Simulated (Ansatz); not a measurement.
Input and output of a dielectric-response calculation for CuGaSe2 (I-42d, 8 atoms in the cell) (Ansatz, a first-principles code).

Computed with PBE (plane waves, PAW; Ansatz).

```
CuGaSe2
1.0
   -2.79097     2.79097     5.48245
    2.79097    -2.79097     5.48245
    2.79097     2.79097    -5.48245
Ga Cu Se
2 2 4
Direct
  0.50000   0.50000   0.00000
  0.25000   0.75000   0.50000
  0.00000   0.00000   0.00000
  0.75000   0.25000   0.50000
  0.87500   0.87500   0.50000
  0.12500   0.62500   0.00000
  0.37500   0.37500   0.50000
  0.62500   0.12500   0.00000
```

Reference input (self-consistent single point, DFT, PBE, plane waves, default PAW files): basis.ecutwfc = 420 eV; kpoints.mp_grid.grid = 4 4 4; hamiltonian.xc = pbe; hamiltonian.pseudopotentials = {kind: paw} (the program's default PAW files); scf.occupations.method = fermi_dirac; scf.occupations.width = 0.01 eV. This run's input differs from it in these lines:

Ansatz 0.2 input:
```diff
@@ -16,3 +16,3 @@
 basis:
-  ecutwfc: 420.0
+  ecutwfc: 335.0
 kpoints:
@@ -23,7 +23,4 @@
 scf:
-  occupations: { method: fermi_dirac, width: 0.01 }
-output:
-  forces: true
-  eigenvalues: true
-  stress: true
+  occupations: { method: fixed }
+dielectric: {}
```

Log, with long lists cut:

```
SCF iter   1: F=—  HF=-42696.247896 eV  |F-HF|=—  |Δ(HF+E_count)|=         —  Δρ=7.22e-4  dr2=7.75e-4  ethr=1.77e-3  ⟨swp⟩=5.0  Hψ=8145  notcnv=0  defer=394
all-band conjugate gradients solve this SCF's bands
preconditioner: auto → Resta (q_TF=auto, 2.600 Å⁻¹)
SCF iter   2: F=—  HF=-42696.249377 eV  |F-HF|=—  |Δ(HF+E_count)|=   1.48e-3  Δρ=3.77e-3  dr2=1.51e-2  ethr=6.06e-7  ⟨swp⟩=3.0  Hψ=6122  notcnv=0  defer=396
   [... lines left out ...]
SCF iter   8: F=—  HF=-42696.247430 eV  |F-HF|=—  |Δ(HF+E_count)|=   1.87e-7  Δρ=4.76e-6  dr2=4.74e-8  ethr=1.41e-10  ⟨swp⟩=2.0  Hψ=4548  notcnv=0  defer=240
SCF iter   9: F=—  HF=-42696.247430 eV  |F-HF|=—  |Δ(HF+E_count)|=   4.63e-8  Δρ=1.35e-6  dr2=4.38e-9  ethr=3.71e-11  ⟨swp⟩=2.0  Hψ=4548  notcnv=0  defer=240
SCF iter  10: F=—  HF=-42696.247430 eV  |F-HF|=—  |Δ(HF+E_count)|=   5.41e-9  Δρ=3.30e-7  dr2=1.74e-10  ethr=3.42e-12  ⟨swp⟩=2.0  Hψ=3468  notcnv=0  defer=240
SCF iter  11: F=-42696.247430 eV  HF=-42696.247430 eV  |F-HF|=3.64e-11  |Δ(HF+E_count)|=  1.75e-10  Δρ=1.19e-7  dr2=2.09e-11  ethr=1.00e-12  ⟨swp⟩=8.8  Hψ=9741  notcnv=0
SCF 1 converged in 11 iterations: F = -42696.247430 eV  dr2 = 2.09e-11
DFPT response loops at Γ: preconditioner auto → Resta (q_TF=auto, 2.600 Å⁻¹)  ε∞=13.7 (no band partly filled) …
── the response to a field inside a basis, on 6×6×6 k-points: an SCF that follows is theirs, and a resumed run solves both again ──
Crystal: 8 atoms, lattice volume = 170.823 Å³
Bands: 65, of which v1, the nominal top of the filled ones, is band 64 counted from 1 (63 counted from 0)
k-points: 28 of 216 (time reversal used)
Initial density: handed on by an earlier stage of this run
Initial wavefunctions: pseudopotential atomic-orbital guess (no wavefunctions were taken with the density)
Eigensolver: Dense (28 Hₖ)
   [... lines left out ...]
WARN: field response: inside a basis, on 6×6×6 points, no mesh in reach settles it …
Free energy (F): -42696.247430 eV
Fermi energy:    9.099365 eV
   [... lines left out ...]
         0.00000    0.67313   -1.81628
    site 7:
        -1.97937    0.00000   -0.77599
         0.00000   -1.48188    0.00000
        -0.67313    0.00000   -1.81628
  Z* charge neutrality: 9.096e-2 e pre-enforcement
  solved inside a basis spanned on kpoints, on 6×6×6 k-points, which do not settle them: ε∞ is read to err by 1.1e1, Z* by 3.1e0 e (field_mesh …
```

The run converged in 19 iterations. 

Summary of the result:
```
Quantity                                                                                                                                                       Value
----------------------------------------------------------------------------------------  --------------------------------------------------------------------------
Free energy E − TS (on the zero of these files)                                                                                                       -42696.2474 eV
Top of the valence band (on the code's own zero)                                                                                                             9.10 eV
Gap on the k-point mesh                                                                                                                                      0.32 eV
ε∞ at this k-point mesh, which may be far from converged in small-gap cells (xx, yy, zz)                                                            10.8, 10.8, 9.94
Born charges at this mesh (mean of the diagonal, e)                                       Ga 2.63, Ga 2.63, Cu 0.88, Cu 0.88, Se -1.76, Se -1.76, Se -1.76, Se -1.76
```

The starting cell has typed, rounded lattice constants, without a prior relaxation at this level. Its lattice was rescaled by up to half a per cent. The cutoff lies below the one recommended for these files.

Cost on one core of a shared machine: roughly 4 min.
